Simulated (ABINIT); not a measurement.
A self-consistent single point of Cr (Im-3m, 1 atom in the cell) with ABINIT.

Computed with PBE, PAW (JTH v2.0 PBE PAW) (plane waves; ABINIT 10.0.3).

The change in words: lattice scaled by 0.98. Reference geometry:
```
CELL_PARAMETERS angstrom
     -1.41840     1.41840     1.41840
      1.41840    -1.41840     1.41840
      1.41840     1.41840    -1.41840
ATOMIC_POSITIONS crystal
  Cr 0.00000 0.00000 0.00000
```
Moments meant for the start (each program seeds them in its own way; μB, in the order of the atoms Cr): 3.0.

Reference input (self-consistent single point, DFT, PBE, plane waves, PAW (JTH v2.0 PBE PAW)): pseudos = [Cr.GGA_PBE-JTH.xml]; ecut = 30 Ha; pawecutdg = 60 Ha; pawxcdev = 0; nsppol = 2; occopt = 3; tsmear = 0.00367493 Ha; ngkpt = 13 13 13; nshiftk = 1; shiftk = 0 0 0; potentials = JTH v2.0 PBE PAW; nband = 14. This run's input differs from it in these lines:

```diff
@@ -3,3 +3,3 @@
 pseudos "Cr.GGA_PBE-JTH.xml"
-acell 4.6425673949 4.6425673949 4.6425673949
+acell 4.5497160470 4.5497160470 4.5497160470
 rprim
```

Log, with long lists cut:

```
--- !BeginCycle
solver: {iscf: 17, nstep: 50, nline: 4, wfoptalg: 10, }
tolerances: {tolvrs: 1.00E-10, }
...

     iter   Etot(hartree)     deltaE(h) residm    nres2    magn
 ETOT  1  -86.594210278996    -8.66E+01 6.67E+00 1.73E+02 0.739
 ETOT  2  -87.453561588304    -8.59E-01 2.99E-01 5.11E+01 0.501
 ETOT  3  -87.407068687834     4.65E-02 8.33E-02 1.08E+01 0.106
 ETOT  4  -87.413684751251    -6.62E-03 1.02E-01 6.45E+00 0.014
 ETOT  5  -87.415492008946    -1.81E-03 3.39E-01 1.83E+00 0.016
   [... 9 lines left out ...]
 ETOT 15  -87.417628339359     1.24E-09 1.67E-03 6.94E-09 0.000
 ETOT 16  -87.417628339587    -2.27E-10 1.21E-03 1.71E-09 0.000
 ETOT 17  -87.417628339599    -1.19E-11 5.96E-04 3.63E-10 0.000
 ETOT 18  -87.417628339599    -5.68E-14 6.78E-04 2.12E-11 0.000
 At SCF step   18       nres2   =  2.12E-11 < tolvrs=  1.00E-10 =>converged.

 Cartesian components of stress tensor (hartree/bohr^3)
  sigma(1 1)= -6.54751037E-04  sigma(3 2)=  0.00000000E+00
  sigma(2 2)= -6.54751037E-04  sigma(3 1)=  0.00000000E+00
  sigma(3 3)= -6.54751037E-04  sigma(2 1)=  0.00000000E+00

 Integrated electronic and magnetization densities in atomic spheres:
 Radius=ratsph(iatom), smearing ratsm=  0.0000. Diff(up-dn)=approximate z local magnetic moment.
 Atom    Radius    up_density   dn_density  Total(up+dn)  Diff(up-dn)
    1   2.10818     6.159236     6.159236     12.318471     0.000000
  Sum:              6.159236     6.159236     12.318471     0.000000
 Total magnetization (from the atomic spheres):             0.000000
 Total magnetization (exact up - dn):                      -0.000000

   [... lines left out ...]
 Fermi (or HOMO) energy (eV) =  11.71273   Average Vxc (eV)= -13.59866
   [... lines left out ...]
'-kT*entropy'       : -8.10854780311698E-04
total_energy        : -8.74176226488017E+01
total_energy_eV     : -2.37875448602517E+03
...

-Cartesian components of stress tensor (GPa)         [Pressure=  1.9263E+01 GPa]
- sigma(1 1)= -1.92634373E+01  sigma(3 2)=  0.00000000E+00
- sigma(2 2)= -1.92634373E+01  sigma(3 1)=  0.00000000E+00
- sigma(3 3)= -1.92634373E+01  sigma(2 1)=  0.00000000E+00

 Calculation completed.
```

The run converged in 18 iterations. Against the reference run the free energy goes up by 43.9 meV/atom and the pressure goes from 1.66 to 19.26 GPa.

The starting cell was generated: these elements placed on a structure prototype, without a prior relaxation; it need not be a known phase or ordering of this composition. Its lattice was rescaled by a random factor within 2.5 % of one. For this run, on top of that: lattice scaled by 0.98. The starting moments vanished: the run ended non-magnetic, which need not be the lowest state. With a pressure of about 19 GPa the cell is away from its equilibrium volume at this level.

Cost on one core of a shared machine: roughly 2 min.
